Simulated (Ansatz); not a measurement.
The starting structures come from a database of crystals and need not be the phases stable at ambient conditions.

# Evanescent states of Rb$_{3}$TlF$_{6}$ (I4/mmm, not sure to be the ambient phase, 10 atoms a cell, 24.0 Å³ an atom, -2 GPa at this level) along the normal of (101)

Calculation: r2SCAN (plane waves, PAW; Ansatz, a program for electronic structure).

The gap is the functional's own. No spin-orbit coupling. Mid-gap values are interpolated on the energy grid.

Energies count from the valence-band top; κ is the least over a 6×6 mesh across the current.

| E (eV) | κ (1/Å) | where |
|---|---|---|
| 0.09 | 0.188 | off Γ |
| 0.27 | 0.312 | off Γ |
| 0.45 | 0.390 | off Γ |
| 0.63 | 0.440 | off Γ |
| 0.81 | 0.481 | off Γ |
| 0.99 | (withheld) | Γ |
| 1.17 | (withheld) | Γ |
| 1.35 | (withheld) | Γ |
| 1.53 | (withheld) | Γ |
| 1.71 | (withheld) | Γ |
| 1.89 | (withheld) | Γ |
| 2.07 | (withheld) | Γ |
| 2.25 | (withheld) | Γ |
| 2.43 | (withheld) | Γ |
| 2.61 | (withheld) | Γ |
| 2.79 | 0.350 | Γ |
| 2.97 | 0.319 | Γ |
| 3.15 | 0.282 | Γ |
| 3.33 | 0.234 | Γ |
| 3.51 | 0.164 | Γ |

Question: Fill in the missing entries.

Answer: 
- 0.99, κ (1/Å): 0.489
- 1.17, κ (1/Å): 0.483
- 1.35, κ (1/Å): 0.476
- 1.53, κ (1/Å): 0.468
- 1.71, κ (1/Å): 0.457
- 1.89, κ (1/Å): 0.445
- 2.07, κ (1/Å): 0.432
- 2.25, κ (1/Å): 0.415
- 2.43, κ (1/Å): 0.397
- 2.61, κ (1/Å): 0.375
